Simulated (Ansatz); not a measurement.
## InSe (P6₃/mmc, No. 194, 8 atoms in the cell; start mp-20485; a measured phase of this formula has another space group)

Level of theory: PBE-D3(BJ) in Ansatz (PAW).

Settings: plane-wave cutoff 500 eV, 12×12×4 k mesh (along the axes of the cell as run), Fermi–Dirac smearing 0.05 eV, scalar-relativistic PAW data made under PBE.

Cell (relaxed at this level):

```
CELL_PARAMETERS angstrom
      4.03228     0.00000     0.00000
     -2.01614     3.49206     0.00000
      0.00000     0.00000    16.76095
ATOMIC_POSITIONS crystal
  In 0.33333 0.66667 0.33334
  In 0.66667 0.33333 0.66666
  In 0.66667 0.33333 0.83334
  In 0.33333 0.66667 0.16666
  Se 0.33333 0.66667 0.58990
  Se 0.66667 0.33333 0.41010
  Se 0.66667 0.33333 0.08990
  Se 0.33333 0.66667 0.91010
```

```
Item                           Result
--------  ---------------------------
band gap  0.37 eV (on the SCF k mesh)
```

Note: the relaxation could not lower the start's symmetry, so the cell can be a saddle point above a distorted one.

Spin–orbit coupling is not included.

The computed numbers hold no vibrational or temperature effects.

Cost on a shared machine: very roughly 12 core-minutes.

A start named mp-… is a Materials Project structure, which need not be a measured phase.

Ansatz is a first-principles code.
